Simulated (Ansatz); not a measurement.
Si (P6₃/mmc, No. 194; start mp-165; another form than the element's usual one) was calculated with G0W0@HSE06 (hard PAW, contour deformation; Ansatz, a program for electronic structure).

The cell is the one relaxed with PBEsol. Conventional cell: a = 3.8295 Å, b = 3.8295 Å, c = 6.3154 Å, α = 90.00°, β = 90.00°, γ = 120.00°.

The quasiparticle gap at Γ at a fixed k mesh 3×3×2:

| response cutoff | value (eV) |
|---|---|
| 150 eV, 615 empty bands | 1.946 |
| 200 eV, 946 empty bands | 1.963 |
| 250 eV, 1323 empty bands | 1.971 |
| 300 eV, 1739 empty bands | 1.976 |

Q: Taking the value to converge with the response cutoff E as E^(−3/2), extrapolate from the last two rows.

A: With y = y∞ + c/w and weights w = 3953 and 5196 for the last two rows, y∞ = (w2 y2 − w1 y1)/(w2 − w1) = (5196 × 1.976 − 3953 × 1.971)/1243 = 1.992 eV, which lies 0.016 beyond the last row. Successive pairs of rows give 1.995, 1.991, 1.992. The limit also hangs on the law assumed, so its last digits aren't firm.

The other settings are not extrapolated, so this is the limit in one setting alone.

The smallest gap on this mesh is 1.54 eV, away from Γ.

Note: GW on a hybrid start was not checked against another program.

A start named mp-… is a Materials Project structure, which can be a computed phase never made.
